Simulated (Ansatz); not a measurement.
A computed series for AlN: pressure series

Consider AlN in the zinc blende structure (space group F-43m, No. 216; a = 4.378 Å).

Cell and atoms are relaxed at each pressure.

All numbers come from DFT with PBEsol, PAW potentials and a 420 eV plane-wave cutoff in Ansatz (a program for electronic structure), no SOC.

Candidates:
(a) pressure 22.5 GPa
(b) pressure −1 GPa
(c) pressure 9 GPa
(d) pressure 2.1 GPa
(e) pressure 0.9 GPa

For the base:

| Property | Result |
|---|---|
| Smallest direct gap | 4.06 eV |

Problem. Order them by smallest direct gap, highest first.

Solution. (a) pressure 22.5 GPa (4.90 eV), (c) pressure 9 GPa (4.43 eV), (d) pressure 2.1 GPa (4.15 eV), (e) pressure 0.9 GPa (4.10 eV), (b) pressure −1 GPa (4.01 eV)

Load acts through the strain it causes; cell and atoms are relaxed under it. No phonon test of stability was made. Tetrahedral semiconductors of this kind turn to denser phases somewhere between about 1 and 50 GPa; those were not computed, so compressed cells here can lie past the real transition. This is not the structure that AlN has at room temperature and ambient pressure.
